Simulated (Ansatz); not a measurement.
The starting structures come from a database of crystals and need not be the phases stable at ambient conditions.

Consider the following.

```
NaH4IO2
1.0
    5.89886     0.00729    -0.05228
    2.95451     6.49849     0.06736
   -1.06886    -3.14684     6.18515
Na H I O
2 8 2 4
Direct
  0.32144   0.86242   0.52099
  0.67856   0.13758   0.47901
  0.61812   0.10704   0.86305
  0.38188   0.89296   0.13695
  0.80001   0.86305   0.72058
  0.19999   0.13695   0.27942
  0.94332   0.26905   0.86290
  0.05668   0.73095   0.13710
  0.04321   0.34991   0.73419
  0.95679   0.65009   0.26581
  0.24276   0.62067   0.77738
  0.75724   0.37933   0.22262
  0.63943   0.98300   0.71634
  0.36057   0.01700   0.28366
  0.99784   0.22509   0.71745
  0.00216   0.77491   0.28255
```

Space group of this cell: P-1. The cell was relaxed by PBE-D3(BJ); by r2SCAN its mean pressure is -0.5 GPa.

Transport runs along the normal of the first two printed cell vectors.

The gap is the functional's own, uncorrected, and κ follows it; spin-orbit coupling is left out. Mid-gap values are interpolated between the computed energies.

Task: State the band gap and the smallest decay constant κ at mid-gap according to r2SCAN run with Ansatz (an electronic-structure program).

Result: Gap 4.41 eV on a 6×6×6 mesh; κ = 0.346 1/Å, at the zone centre.
